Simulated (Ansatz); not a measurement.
Base system: ZrS2 in the CdI2 type structure (space group P-3m1, No. 164; a = 3.635 Å, c = 5.720 Å; layered, stacked along the Cartesian z axis).

All numbers come from PBE-D3(BJ)/PAW in Ansatz (an electronic-structure program), spin-orbit coupling left out.

One change was made to it. Results:

| quantity | base | after |
|---|---|---|
| c/a ratio | 1.574 | 1.611 |
| density | 3.94 g/cm³ | 6.01 g/cm³ |
| band gap | 0.66 eV | zero |

Q: Name the change that was made.
A. pressure 4.2 GPa
B. pressure 18 GPa
C. pressure 9 GPa
D. pressure 45 GPa
E. pressure 1.8 GPa

A: D, pressure 45 GPa. For comparison, the c/a ratio in the other runs: pressure 1.8 GPa gives 1.545; pressure 18 GPa gives 1.521; pressure 4.2 GPa gives 1.526; pressure 9 GPa gives 1.514.

A case with no gap was solved on a k-mesh chosen for an insulator, which is coarse for it. Load acts through the strain it causes; cell and atoms are relaxed under it. No phonon test of stability was made. No other phases were tried under pressure. All final runs are without spin polarisation. The zero or small gap of ZrS2 under pressure 18 GPa, ZrS2 under pressure 4.2 GPa and ZrS2 under pressure 9 GPa can change with the level of theory.
